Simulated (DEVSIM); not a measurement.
System: Schottky contact on n-type Si, at 300 K.

Layer 1 from the left is Si, thickness (μm) 8.30, Nd (cm⁻³) 4e16, τn (s) 2.6e-6, τp (s) 2.6e-6. Layer 2 from the left is Si, thickness (μm) 13.0, Nd (cm⁻³) 1.6e18, τn (s) 2.6e-6, τp (s) 2.6e-6.

Left contact: Schottky, work function 4.91 eV, emission velocity 2.7e6 cm/s. Right contact: ohmic. Voltage is applied to the left contact. Recombination: SRH at mid-gap, radiative, Auger. Mobility is μmin + (μ − μmin)/(1 + (N/Nref)^α).

The device is made up for the run: typed textbook-type constants, with dimensions and the other settings drawn at random. Values at 300 K.

Si: gap (eV) 1.124, affinity (eV) 4.05, permittivity 11.7, Nc (cm⁻³) 2.86e19, Nv (cm⁻³) 3.1e19, μn (cm²/Vs) 1417, μp (cm²/Vs) 470, μn,min 52, μp,min 45, Nref,n 9.7e16, Nref,p 2.2e17, αn 0.68, αp 0.72, B (cm³/s) 4.7e-15, Cn (cm⁶/s) 2.8e-31, Cp (cm⁶/s) 9.9e-32.

Model (solved in DEVSIM): 1D drift-diffusion, Boltzmann statistics, complete ionisation; no tunnelling, impact ionisation, image-force lowering or self-heating. Metal contacts follow the ideal Schottky-Mott rule: no Fermi-level pinning, no interface dipoles.

Dark forward current:

```csv
|V| (V),|J| (A/cm²)
0.05,2.536e-7
0.10,2.001e-6
0.15,1.406e-5
0.20,9.730e-5
0.25,0.0006716
0.30,0.004633
0.35,0.03193
0.40,0.2196
0.45,1.497
0.50,9.748
0.55,51.41
0.60,169.1
0.65,358.6
0.70,591.3
0.75,855.8
0.80,1160
0.85,1512
0.90,1884
0.95,2249
```

Task: Work out the local ideality factor n = ΔV / (kT/q · ln(J2/J1)) between the rows 0.15 and 0.20 V, 0.90 and 0.95 V.

Result: kT/q = 25.85 mV. From 0.15 to 0.20 V: ln(9.730e-5/1.406e-5) = 1.934, n = 1.00, near the 1 of diffusion or emission over a barrier. From 0.90 to 0.95 V: ln(2249/1884) = 0.177, n = 10.92.

Task: Estimate the current at 0.30 V for emission alone, J0 = q v N_band exp(−φB/kT), and read the barrier back from the simulated current.

Result: φB = 0.860 eV, N_band = 2.86e19 cm⁻³, J0 = 4.41e-8 A/cm²; J = J0 (exp(qV/kT) − 1) = 0.00483 A/cm². The simulation gives 0.00463 A/cm²; the estimate lies 4.3 % above. Read backwards, the simulated current gives an apparent barrier of 0.861 eV. The estimate leaves out transport through the depletion region and minority injection.
